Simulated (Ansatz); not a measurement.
## A computed series for hypothetical CdI2 type BeI2: thickness series

Start from BeI2 in the CdI2 type structure (space group P-3m1, No. 164; a = 3.833 Å, c = 6.667 Å; a hypothetical phase, not in the database extracts checked).

Free-standing slabs (3 atom(s) a layer) normal to the stacking axis with 15 Å of vacuum; in-plane cell relaxed.

Computed with r2SCAN+rVV10, PAW, 500 eV (Ansatz, a quantum-chemistry and plane-wave program; no SOC).

Notes on the quantities. excess energy per area of both faces: slab less bulk energy over the cell's area: twice a surface energy.

```json
[
 {"change": "base", "excess energy per area of both faces": "–", "smallest direct gap": "3.36 eV", "band gap": "2.80 eV"},
 {"change": "1 layer", "excess energy per area of both faces": "?", "smallest direct gap": "?", "band gap": "?"},
 {"change": "2 layers", "excess energy per area of both faces": "0.24 J/m²", "smallest direct gap": "3.32 eV", "band gap": "2.83 eV"},
 {"change": "4 layers", "excess energy per area of both faces": "0.25 J/m²", "smallest direct gap": "3.28 eV", "band gap": "2.81 eV"}
]
```

Problem. Some entries are withheld; estimate them.

Solution. 
- 1 layer, excess energy per area of both faces: 0.23 J/m²
- 1 layer, smallest direct gap: 3.39 eV
- 1 layer, band gap: 2.88 eV

The excess energy carries the mismatch between the slab's and the bulk's meshes. With I present, leaving out spin-orbit coupling can change the band edges. No phonon test of stability was made.
